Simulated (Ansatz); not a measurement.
Reference: GaP (F-43m), r2SCAN with spin-orbit coupling, rigid bands (plane waves, PAW; Ansatz, a quantum-chemistry and plane-wave program); axes and stresses refer to this cell.

```yaml
crystal:
  lattice:
    - [0.00000, 2.72572, 2.72572]
    - [2.72572, 0.00000, 2.72572]
    - [2.72572, 2.72572, 0.00000]
  atoms:
    - { symbol: Ga, position: [0.00000, 0.00000, 0.00000] }
    - { symbol: P, position: [0.25000, 0.25000, 0.25000] }
```

The Seebeck coefficient, p-type 1e19 cm⁻³ is 319 μV/K and the Seebeck coefficient, n-type 1e19 cm⁻³ is -327 μV/K. The hole conductivity mass comes out as 0.48 mₑ.

### Question
Change: biaxial stress xx = yy = -1 GPa (compression positive). What happens to Seebeck coefficient, p-type 1e19 cm⁻³, Seebeck coefficient, n-type 1e19 cm⁻³, hole conductivity mass?

### Answer
Seebeck coefficient, p-type 1e19 cm⁻³ shrinks to 289 μV/K; Seebeck coefficient, n-type 1e19 cm⁻³ drops in size to -254 μV/K; hole conductivity mass shrinks to 0.45 mₑ.

### Question
Change: biaxial stress xx = yy = -2 GPa (compression positive). What happens to Seebeck coefficient, p-type 1e19 cm⁻³, Seebeck coefficient, n-type 1e19 cm⁻³, hole conductivity mass?

### Answer
Seebeck coefficient, p-type 1e19 cm⁻³ drops to 240 μV/K; Seebeck coefficient, n-type 1e19 cm⁻³ decreases in size to -230 μV/K; hole conductivity mass falls to 0.39 mₑ.

### Question
Change: biaxial stress xx = yy = 1 GPa (compression positive). What happens to Seebeck coefficient, p-type 1e19 cm⁻³, Seebeck coefficient, n-type 1e19 cm⁻³, hole conductivity mass?

### Answer
Seebeck coefficient, p-type 1e19 cm⁻³ falls to 300 μV/K; Seebeck coefficient, n-type 1e19 cm⁻³ falls in size to -296 μV/K; hole conductivity mass shrinks to 0.45 mₑ.

### Question
Change: biaxial stress xx = yy = 2 GPa (compression positive). What happens to Seebeck coefficient, p-type 1e19 cm⁻³, Seebeck coefficient, n-type 1e19 cm⁻³, hole conductivity mass?

### Answer
Seebeck coefficient, p-type 1e19 cm⁻³ drops to 280 μV/K; Seebeck coefficient, n-type 1e19 cm⁻³ shrinks in size to -291 μV/K; hole conductivity mass shrinks to 0.40 mₑ.

### Question
Change: uniaxial stress zz = -1 GPa (compression positive). What happens to Seebeck coefficient, p-type 1e19 cm⁻³, Seebeck coefficient, n-type 1e19 cm⁻³, hole conductivity mass?

### Answer
Seebeck coefficient, p-type 1e19 cm⁻³ shrinks to 301 μV/K; Seebeck coefficient, n-type 1e19 cm⁻³ decreases in size to -296 μV/K; hole conductivity mass falls to 0.45 mₑ.

### Question
Change: uniaxial stress zz = -2 GPa (compression positive). What happens to Seebeck coefficient, p-type 1e19 cm⁻³, Seebeck coefficient, n-type 1e19 cm⁻³, hole conductivity mass?

### Answer
Seebeck coefficient, p-type 1e19 cm⁻³ drops to 282 μV/K; Seebeck coefficient, n-type 1e19 cm⁻³ drops in size to -291 μV/K; hole conductivity mass falls to 0.41 mₑ.

Masses are for dilute carriers at 300 K, harmonic means over directions unless an axis is named. Seebeck coefficients are for the stated density at 300 K, with one relaxation time for all states and whether or not that doping can be reached. Stresses and pressures are the targets of the relaxation.  The structure type is held under load, also where the real crystal would transform.
